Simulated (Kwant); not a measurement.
Model: Hückel tight-binding model, one pz orbital an atom, one spin, coherent transport at 0 K (Kwant). Conductance is in e²/h.

Model system: π system c1ccc2cc3ccccc3cc2c1 between two chain leads. The π system is taken as planar. Atoms are numbered from 0 in the order of the SMILES. Site energies (eV, carbon 0): [0.0, 0.0, 0.0, 0.0, 0.0, 0.0, 0.0, 0.0, 0.0, 0.0, 0.0, 0.0, 0.0, 0.0]. Bonds (i, j, β in eV): (0,1,-2.7) (1,2,-2.7) (2,3,-2.7) (3,4,-2.7) (4,5,-2.7) (5,6,-2.7) (6,7,-2.7) (7,8,-2.7) (8,9,-2.7) (9,10,-2.7) (10,11,-2.7) (11,12,-2.7) (12,13,-2.7) (13,0,-2.7) (12,3,-2.7) (10,5,-2.7). Leads: chains of hopping −4.1 eV, joined by −0.81 eV to atoms 0 and 7.

Site energies and bond integrals are typed Hückel values.

Sweep values stay those of the base run.

One input was changed, with this effect: transmission at E = 0 0.00088 → 0.0035.

Question: Which change was it?
(A) contacts moved from atoms [0, 7] to [0, 2]
(B) contacts moved from atoms [0, 7] to [0, 1]
(C) contacts moved from atoms [0, 7] to [2, 11]
(D) contacts moved from atoms [0, 7] to [0, 6]
(E) contacts moved from atoms [0, 7] to [0, 13]
(F) contacts moved from atoms [0, 7] to [2, 9]

Answer: C, contacts moved from atoms [0, 7] to [2, 11]
